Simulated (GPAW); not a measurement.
**GPAW run on C (Fd-3m, 2 atoms in the cell): self-consistent single point**

Computed with PBE, GPAW PAW datasets PBE (gpaw-data 1.0.1) (plane waves; GPAW 25.7.0).

This input was run:

```python
from ase import Atoms
from ase.units import GPa
from gpaw import GPAW, PW, FermiDirac

atoms = Atoms(['C', 'C'],
              cell=[[0.000000, 1.792418, 1.792418],
                    [1.792418, 0.000000, 1.792418],
                    [1.792418, 1.792418, 0.000000]],
              scaled_positions=[[0.000000, 0.000000, 0.000000],
                                [0.250000, 0.250000, 0.250000]],
              pbc=True)

calc = GPAW(mode=PW(950),
            xc='PBE',
            kpts={'size': (12, 12, 12), 'gamma': True},
            occupations=FermiDirac(0.01),
            nbands=-4,
            convergence={'density': 1e-05, 'energy': 1e-05, 'bands': -2},
            symmetry={'symmorphic': False, 'tolerance': 0.0005},
            maxiter=120,
            txt='-')

atoms.calc = calc

energy = atoms.get_potential_energy()
print('Energy (eV):', round(energy, 6))
forces = atoms.get_forces()
print('Forces (eV/Ang):')
print(forces.round(5))
stress = atoms.get_stress()
print('Stress (GPa, Voigt):', (stress / GPa).round(4))
```

The program printed (abridged):

```
Input parameters:
  convergence: {bands: -2,
                density: 1e-05,
                energy: 1e-05}
  kpts: {gamma: True,
         size: (12, 12, 12)}
  maxiter: 120
  mode: {ecut: 950.0,
         name: pw}
  nbands: -4
  occupations: {fixmagmom: False,
                name: fermi-dirac,
                width: 0.01}
  symmetry: {symmorphic: False,
             tolerance: 0.0005}
  xc: PBE

species:
  C:
    name: Carbon
    Z: 6.0
    valence: 4
    core: 2
    charge: 0.0
    file: C.PBE.gz

    # Using partial waves for C as LCAO basis

Reference energy: -2055.256231  # eV

Spin-paired calculation

Convergence criteria:
 Maximum [total energy] change in last 3 cyles: 1e-05 eV / valence electron
 Maximum integral of absolute [dens]ity change: 1e-05 electrons / valence electron
 Maximum integral of absolute [eigenst]ate change: 4e-08 eV^2 / valence electron
 Maximum number of scf [iter]ations: 120

Symmetries present (total): 48
Symmetries with fractional translations: 24
1728 k-points: 12 x 12 x 12 Monkhorst-Pack grid + [1/24,1/24,1/24]
72 k-points in the irreducible part of the Brillouin zone
       k-points in crystal coordinates                weights
   0:    -0.00000000   -0.00000000   -0.00000000          1/1728
   1:     0.08333333    0.08333333   -0.00000000          6/1728
   2:     0.08333333    0.08333333    0.08333333          8/1728
   [... 7 lines left out ...]
          ...
  71:     0.50000000    0.50000000    0.50000000          4/1728

Wave functions: Plane wave expansion
  Cutoff energy: 950.000 eV
  Number of coefficients (min, max): 744, 779
  Pulay-stress correction: 0.000000 eV/Ang^3 (de/decut=0.000000)

Occupation numbers: Fermi-Dirac:
  width: 0.0100  # eV

Eigensolver

Densities:
  Coarse grid: 20*20*20 grid
  Fine grid: 40*40*40 grid
  Total Charge: 0.000000

Density mixing:
  Method: separate
  Backend: pulay
  Linear mixing parameter: 0.05
  old densities: 5
  Damping of long wavelength oscillations: 50

Hamiltonian:
  XC and Coulomb potentials evaluated on a 40*40*40 grid
  External potential:
    NoExternalPotential

XC parameters: PBE with 2 nearest neighbor stencil

Number of atoms: 2
Number of atomic orbitals: 8
Number of bands in calculation: 8
Number of valence electrons: 8
Bands to converge: 6

Density initialized from atomic densities
  8 bands from LCAO basis set

Atomic positions and initial magnetic moments

Positions:
   0 C      0.000000    0.000000    0.000000    ( 0.0000,  0.0000,  0.0000)
   1 C      0.896209    0.896209    0.896209    ( 0.0000,  0.0000,  0.0000)

Unit cell:
           periodic     x           y           z      points  spacing
  1. axis:    yes    0.000000    1.792418    1.792418    20     0.1035
  2. axis:    yes    1.792418    0.000000    1.792418    20     0.1035
  3. axis:    yes    1.792418    1.792418    0.000000    20     0.1035

  Lengths:   2.534862   2.534862   2.534862
  Angles:   60.000000  60.000000  60.000000

Effective grid spacing dv^(1/3) = 0.1129

     iter     time        total  log10-change:
                         energy   eigst   dens
iter:   1 --:--:--   -18.681894   +1.10
iter:   2 --:--:--   -18.620512   -0.01  -0.85
iter:   3 --:--:--   -18.297874   +0.27  -0.87
iter:   4 --:--:--   -18.294989   -0.93  -1.28
iter:   5 --:--:--   -18.242671   -2.11  -1.28
iter:   6 --:--:--   -18.274796   -2.13  -1.49
iter:   7 --:--:--   -18.862669   -0.56  -1.36
iter:   8 --:--:--   -18.896887   -1.61  -0.86
iter:   9 --:--:--   -18.212520   -0.34  -0.85
iter:  10 --:--:--   -18.209953   -1.41  -1.95
iter:  11 --:--:--   -18.209668   -2.19  -2.45
iter:  12 --:--:--   -18.209646   -3.08  -2.82
iter:  13 --:--:--   -18.209628c  -3.72  -2.92
iter:  14 --:--:--   -18.209627c  -4.59  -3.58
iter:  15 --:--:--   -18.209627c  -5.03  -3.70
iter:  16 --:--:--   -18.209627c  -6.21  -3.91
iter:  17 --:--:--   -18.209627c  -6.97  -4.23
iter:  18 --:--:--   -18.209627c  -7.13  -4.25
iter:  19 --:--:--   -18.209627c  -7.97c -4.28
iter:  20 --:--:--   -18.209627c  -8.49c -4.33
iter:  21 --:--:--   -18.209627c  -8.29c -4.37
iter:  22 --:--:--   -18.209627c  -7.97c -4.49
iter:  23 --:--:--   -18.209627c  -8.77c -4.70
iter:  24 --:--:--   -18.209627c  -8.50c -4.68
iter:  25 --:--:--   -18.209627c  -8.89c -4.71
iter:  26 --:--:--   -18.209627c  -9.69c -4.78
iter:  27 --:--:--   -18.209627c  -9.50c -4.81
iter:  28 --:--:--   -18.209627c  -9.75c -4.84
iter:  29 --:--:--   -18.209627c  -9.85c -4.89
iter:  30 --:--:--   -18.209627c  -8.66c -4.92
iter:  31 --:--:--   -18.209627c  -9.46c -5.05c

Converged after 31 iterations.

Dipole moment: (-1.861083, -1.861083, -1.861083) |e|*Ang

Energy contributions relative to reference atoms: (reference = -2055.256231)

Kinetic:        +15.027127
Potential:      -14.487212
External:        +0.000000
XC:             -18.788361
Entropy (-ST):   -0.000000
Local:           +0.038818
SIC:             +0.000000
--------------------------
Free energy:    -18.209627
Extrapolated:   -18.209627

Showing only first 2 kpts
 Kpt  Band  Eigenvalues  Occupancy
  0     2     11.80813    2.00000
  0     3     11.80813    2.00000
  0     4     17.36430    0.00000
  0     5     17.36430    0.00000

  1     2     10.91354    2.00000
  1     3     11.19215    2.00000
  1     4     17.16815    0.00000
  1     5     18.47523    0.00000

Fermi level: 15.37749

Gap: 4.122 eV
Transition (v -> c):
  (s=0, k=0, n=3, [-0.00, -0.00, -0.00]) -> (s=0, k=18, n=4, [0.33, 0.33, -0.00])
Direct/indirect transitions are different
Direct gap: 5.556 eV
Transition at: (s=0, k=0, n=3, [-0.00, -0.00, -0.00])
Energy (eV): -18.209627

Forces in eV/Ang:
  0 C     0.00000   -0.00000    0.00000
  1 C     0.00000    0.00000    0.00000

Stress tensor:
     0.030795    -0.000000    -0.000000
    -0.000000     0.030795     0.000000
    -0.000000     0.000000     0.030795
Stress (GPa, Voigt): [ 4.9339  4.9339  4.9339  0.     -0.     -0.    ]
```

The run converged in 31 iterations. GPAW prints stress with tension positive.

At such cutoffs GPAW's stress carries a finite-basis (Pulay) error, which enters relaxed cells too; its log prints stress with tension positive.

The starting cell has typed, rounded lattice constants, without a prior relaxation at this level. Its lattice was rescaled by up to half a per cent.

Cost on one core of a shared machine: roughly 30 s.
